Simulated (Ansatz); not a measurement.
# CaF2, pressure series

Consider CaF2 in the fluorite structure (space group Fm-3m, No. 225).

```xyz
3
Lattice="0.0000 2.7555 2.7555 2.7555 0.0000 2.7555 2.7555 2.7555 0.0000" Properties=species:S:1:pos:R:3 pbc="T T T"
Ca     0.0000     0.0000     0.0000
F      1.3778     1.3778     1.3778
F      4.1333     4.1333     4.1333
```

Cell and atoms are relaxed at each pressure.

Levels (all Ansatz, an electronic-structure program, PAW, earlier PAW set): PBE (420 eV, spin-orbit coupling left out); PBEsol (420 eV, no SOC).

The base cell above is that of PBE; each level relaxes its own structures.

| case | shortest interatomic distance, PBE | shortest interatomic distance, PBEsol |
|---|---|---|
| pressure −2 GPa | 2.408 Å | 2.366 Å |
| pressure −1 GPa | 2.397 Å | 2.356 Å |
| pressure 3 GPa | 2.358 Å | 2.322 Å |
| pressure 7 GPa | 2.327 Å | 2.294 Å |
| pressure 15 GPa | 2.277 Å | 2.248 Å |
| pressure 30 GPa | 2.210 Å | 2.186 Å |
| pressure 50 GPa | 2.147 Å | 2.127 Å |
| pressure 75 GPa | 2.090 Å | 2.073 Å |
| pressure 100 GPa | 2.047 Å | 2.032 Å |

PBE lies above PBEsol in every row, by 0.015 Å to 0.042 Å. They put the cases in the same order.

Load acts through the strain it causes; cell and atoms are relaxed under it. Stability against distortions was not tested. Competing high-pressure phases were not computed.
